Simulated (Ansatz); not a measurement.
The reference is LaWN3 (space group R-3c, No. 167; a = 5.633 Å, c = 13.617 Å (hexagonal axes); a cell from a computed database, its experimental status unchecked).

Method: plane-wave PAW DFT at the PBEsol level (Ansatz, a first-principles code, 420 eV), without spin-orbit coupling.

Base values:

- Lattice parameter a: 5.633 Å

Perturbation: every W is replaced by Os, then cell and atoms are relaxed.

Tabulated Pauling electronegativity and covalent radius: W 2.36, 1.62 Å; Os 2.20, 1.44 Å.

Problem. What happens to the lattice parameter a?

Solution. The lattice parameter a shrinks by 0.107 Å (5.633 Å → 5.526 Å).

No phonon test of stability was made. For LaOsN3 in this form, whether it has been made was not checked. The final runs are not spin-polarised.
